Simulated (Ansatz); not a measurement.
# Ti, pressure series

The parent structure is Ti in the hcp (Mg type) structure (space group P6_3/mmc, No. 194; a = 2.936 Å, c = 4.637 Å).

Cell and atoms are relaxed at each pressure.

The values are results of DFT with r2SCAN, PAW potentials and a 500 eV plane-wave cutoff in Ansatz (a program for electronic structure), no SOC, not measurements.

```tsv
pressure (GPa)	volume per atom (Å³/atom)
-2	17.612
-1	17.455
0	17.305
3	16.885
7	16.389
15	15.556
30	?
75	12.080
100	11.183
```

**Question.** Fit the third-order Birch–Murnaghan form P(V) = (3B₀/2)[(V₀/V)^(7/3) − (V₀/V)^(5/3)]·[1 + (3/4)(B₀′ − 4)((V₀/V)^(2/3) − 1)] (squares taken in P) to the rows shown and predict the withheld row.

**Answer.** Least squares on the printed values gives V₀ = 17.292 Å³/atom, B₀ = 123 GPa, B₀′ = 3.1; this predicts 14.385 Å³/atom, and the run gives 14.358 Å³/atom, 0.027 lower.

Load acts through the strain it causes; cell and atoms are relaxed under it. Stability against distortions was not tested. No other phases were tried under pressure. The final runs are not spin-polarised.
